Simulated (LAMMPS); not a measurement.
Ni (fcc) at 2160 K and zero pressure, started from the melt, with several potentials, in cells of their own sizes.

Models:
- EAM-type CuNi.eam.alloy: classical MD, pair style eam/alloy, file CuNi.eam.alloy (LAMMPS); Onat and Durukanoglu, J Phys Cond Matt, 26, 035404 (2014)
- EAM-type Ni.adp: classical MD, pair style adp, file Ni.adp (LAMMPS); Mishin et al, Acta Mater, 53, 4029 (2005)
- EAM-type NiAlH_jea.eam.alloy: classical MD, pair style eam/alloy, file NiAlH_jea.eam.alloy (LAMMPS); Moody and Baskes, Modell Sim Mater Sci Eng, 3, 289-307 (1995)
- EAM-type smf7: classical MD, pair style eam, the elements' _smf7.eam files (smf7) (LAMMPS); Foiles, Phys Rev B 32, 7685 (1985)
- EAM-type universal-3 set of Foiles, Baskes and Daw: classical MD, pair style eam, the elements' _u3.eam files (universal-3 set of Foiles, Baskes and Daw) (LAMMPS); Foiles et al, Phys Rev B, 33, 7983 (1986)
- MEAM MoCoNiVFeAlCr_2nn.meam: classical MD, pair style meam, file MoCoNiVFeAlCr_2nn.meam (LAMMPS); Wang, J., Kwon, H., Kim, H.S. et al. A neural network model for high entropy alloy design. npj Comput Mater 9, 60 (2023).
- MEAM Ni.meam: classical MD, pair style meam, file Ni.meam (LAMMPS)
- MEAM library.meam-Ni: classical MD, pair style meam, file library.meam (library.meam-Ni) (LAMMPS); Baskes, Phys Rev B, 46, 2727-2742 (1992)
- SNAP Ni_Zuo_JPCA2020.quadratic.snap: MD with a machine-learned potential, pair style snap, file Ni_Zuo_JPCA2020.quadratic.snap (LAMMPS); Y. Zuo, C. Chen, X, Li, Z. Deng, Y. Chen, J. Behler, G. Csányi, A. V. Shapeev, A. P. Thompson, M. A. Wood, S. P. Ong, "Performance and Cost Assessment of Machine Learning Interatomic Potentials" J. Phys. Chem. A 124, 4, 731-745 (2020)
- SNAP Ni_Zuo_JPCA2020.snap: MD with a machine-learned potential, pair style snap, file Ni_Zuo_JPCA2020.snap (LAMMPS); Y. Zuo, C. Chen, X, Li, Z. Deng, Y. Chen, J. Behler, G. Csányi, A. V. Shapeev, A. P. Thompson, M. A. Wood, S. P. Ong, "Performance and Cost Assessment of Machine Learning Interatomic Potentials" J. Phys. Chem. A 124, 4, 731-745 (2020)

```csv
potential,state,volume,first peak of g(r),coordination number,self-diffusion coefficient of Ni (not corrected for cell size),viscosity,mean phonon frequency,rough cost (ms per atom and simulated ps)
EAM-type CuNi.eam.alloy,liquid,13.032 ± 0.002 Å³/atom,"2.41 Å, height 2.5",12.8 (counted to 3.46 Å),(8.0 ± 0.1) × 10^-5 cm²/s,-,4.8 THz,0.3 to 1
EAM-type Ni.adp,liquid,12.7337 ± 0.0007 Å³/atom,"2.46 Å, height 2.5",12.5 (counted to 3.38 Å),(6.31 ± 0.06) × 10^-5 cm²/s,2.7 ± 0.1 mPa s,4.7 THz,3 to 10
EAM-type NiAlH_jea.eam.alloy,liquid,13.0477 ± 0.0008 Å³/atom,"2.45 Å, height 2.4",12.9 (counted to 3.46 Å),(8.57 ± 0.10) × 10^-5 cm²/s,-,4.7 THz,1 to 3
EAM-type smf7,liquid,13.194 ± 0.002 Å³/atom,"2.44 Å, height 2.6",12.8 (counted to 3.46 Å),(6.16 ± 0.08) × 10^-5 cm²/s,3.2 ± 0.1 mPa s,5.2 THz,0.3 to 1
"EAM-type universal-3 set of Foiles, Baskes and Daw",liquid,13.452 ± 0.004 Å³/atom,"2.44 Å, height 2.6",12.6 (counted to 3.46 Å),(6.9 ± 0.1) × 10^-5 cm²/s,-,5.1 THz,1 to 3
MEAM MoCoNiVFeAlCr_2nn.meam,liquid,13.222 ± 0.005 Å³/atom,"2.45 Å, height 2.7",11.8 (counted to 3.34 Å),(5.6 ± 0.3) × 10^-5 cm²/s,3.3 ± 0.2 mPa s,5.3 THz,3 to 10
MEAM Ni.meam,liquid,13.49 ± 0.02 Å³/atom,"2.45 Å, height 2.9",9.9 (counted to 3.14 Å),(5.02 ± 0.09) × 10^-5 cm²/s,3.8 ± 0.1 mPa s,6.5 THz,1 to 3
MEAM library.meam-Ni,liquid,13.082 ± 0.005 Å³/atom,"2.47 Å, height 3.0",10.1 (counted to 3.10 Å),(2.35 ± 0.03) × 10^-5 cm²/s,7.0 ± 0.6 mPa s,7.3 THz,1 to 3
SNAP Ni_Zuo_JPCA2020.quadratic.snap,liquid,12.74 ± 0.01 Å³/atom,"2.42 Å, height 2.4",13.0 (counted to 3.46 Å),(6.3 ± 0.3) × 10^-5 cm²/s,-,4.9 THz,30 to 100
SNAP Ni_Zuo_JPCA2020.snap,liquid,12.187 ± 0.006 Å³/atom,"2.41 Å, height 2.6",12.6 (counted to 3.34 Å),(5.1 ± 0.5) × 10^-5 cm²/s,-,5.5 THz,100 to 300
```

Costs are rough: whole-run CPU time with set-up and analysis, from shared machines, in bands a factor of about three wide.

Caution (rows MEAM Ni.meam; SNAP Ni_Zuo_JPCA2020.quadratic.snap; SNAP Ni_Zuo_JPCA2020.snap): a run this short can hold a crystal over, or a liquid under, the potential's own melting point, which these runs don't give.

Caution: the potential MEAM library.meam-Ni is a first-neighbour MEAM set with a 4 Å cutoff, used here without a parameter file and away from the static properties it was fitted to.

States go by the mean squared displacement: a species diffuses where it passes 1.5 Å², still rises and gives D over 1e-6 cm²/s; a crystal has left its structure where atoms lie 0.35 Å off their sites on average or a cubic box changes its shape by 3 %, or the axial ratios of another lie 8 % off the starting cell's, which the potential's own relaxation can also do.

Errors of D are the spread over four groups of atoms in one short run; a floor of about 5 %, a picked value, is safer.

The ± values are statistical; the model's systematic error is not in them.
